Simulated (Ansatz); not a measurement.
Start from HfO2 in the fluorite structure (space group Fm-3m, No. 225).

```
HfO2
1.0
    0.00000     2.52945     2.52945
    2.52945     0.00000     2.52945
    2.52945     2.52945     0.00000
Hf O
1 2
Direct
  0.00000   0.00000   0.00000
  0.25000   0.25000   0.25000
  0.75000   0.75000   0.75000
```

Cartesian axes are those of the cell as printed.

All numbers come from r2SCAN (Ansatz, a program for electronic structure; PAW; 500 eV plane waves; spin-orbit coupling left out), earlier PAW set.

The change: the cell is scaled by 1.0245 in all directions; the atoms relax in the strained cell.

Task: Predict the stress tensor and what it implies for the stiffness.

Result: Stress of the strained cell less that of the base (GPa, compression positive):
```
 -16.90    0.00    0.00
   0.00  -16.90    0.00
   0.00    0.00  -16.90
```

Then B = −ΔP/(ΔV/V₀) with ΔV/V₀ = 0.0753 gives secant stiffness values (nonlinear terms included at this strain): B ≈ 224 GPa.

As a check, the harmonic strain energy −½ V₀ Δσ:ε is 42 meV/atom; the computed energy rise is 46 meV/atom.

Whether these cells are dynamically stable was not tested. This is not the structure that HfO2 has at room temperature and ambient pressure.
